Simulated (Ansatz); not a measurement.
## Pressure series in MgS

Consider MgS in the rock salt structure (space group Fm-3m, No. 225; a = 5.230 Å).

Cell and atoms are relaxed at each pressure.

The values are results of PBE/PAW in Ansatz (a program for electronic structure), no spin-orbit coupling, earlier PAW set, not measurements.

Candidates:
(a) pressure 7.5 GPa
(b) pressure 0.7 GPa
(c) pressure 1.5 GPa

Base values:

The smallest direct gap is 3.60 eV.

Order them by smallest direct gap, highest first.

(a) pressure 7.5 GPa (4.30 eV), (c) pressure 1.5 GPa (3.76 eV), (b) pressure 0.7 GPa (3.68 eV)

Load acts through the strain it causes; cell and atoms are relaxed under it. Whether these cells are dynamically stable was not tested. No other phases were tried under pressure.
